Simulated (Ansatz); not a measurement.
## A computed series for WSi2: response to strain

Take WSi2 (space group I4/mmm, No. 139; relaxed with 0.1 eV smearing) as the base.

```
WSi2
1.0
   -1.60135     1.60135     3.90924
    1.60135    -1.60135     3.90924
    1.60135     1.60135    -3.90924
W Si
1 2
Direct
  0.00000   0.00000   0.00000
  0.33447   0.33447   0.00000
  0.66553   0.66553   0.00000
```

Cartesian axes are those of the cell as printed.

Strains are applied to the cell and any free atomic positions relax.

Levels (all Ansatz, a quantum-chemistry and plane-wave program, PAW, earlier PAW set): PBEsol (420 eV, without spin-orbit coupling); r2SCAN (500 eV, scalar-relativistic without spin-orbit coupling).

Pressures by level, all at the geometries relaxed with PBEsol:

| case | PBEsol | r2SCAN |
|---|---|---|
| base | 0.0 GPa | 0.9 GPa |
| uniaxial strain ε_zz = +4.45 % | -9.3 GPa | -8.8 GPa |
| strain tensor (xx, yy, zz, yz, xz, xy) = (+1.17, +1.44, −2.72, −0.31, −0.55, −1.59) % | 2.0 GPa | 3.1 GPa |
| strain tensor (xx, yy, zz, yz, xz, xy) = (+1.29, −0.68, −0.06, +0.01, −0.27, +1.60) % | -0.8 GPa | 0.0 GPa |

Single points use the geometry relaxed with PBEsol. Their cutoffs differ, which shifts pressures a little. Whether these cells are dynamically stable was not tested. All final runs are without spin polarisation.
